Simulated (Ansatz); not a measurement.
A stack in vacuum: 4 layers of blue-P, started at antiparallel, no shift (facing P atop P, which symmetry holds and which is mostly a maximum against sliding; blue-P a predicted or substrate-bound sheet, here free).

These are PBE+D3(BJ) (plane waves to 420 eV, PAW; Ansatz, a program for electronic structure) values and carry that method's errors. Scalar-relativistic, without spin–orbit coupling; PBE gaps are too small against experiment. Its k-point mesh 12×12×1, Fermi–Dirac width 0.01 eV. A dipole correction is on.

### Question
Predict its spacing and gap.

### Answer
- gap between facing atomic planes = 3.91, 3.90, 3.91 Å
- step of the vacuum level across the stack (top less bottom) = 0.00 eV
- PBE gap over the mesh and listed points off it = 1.15 eV, indirect (lowest direct gap 1.63 eV)
- valence and conduction edges under the vacuum level of the lower face = 5.62 and 4.47 eV
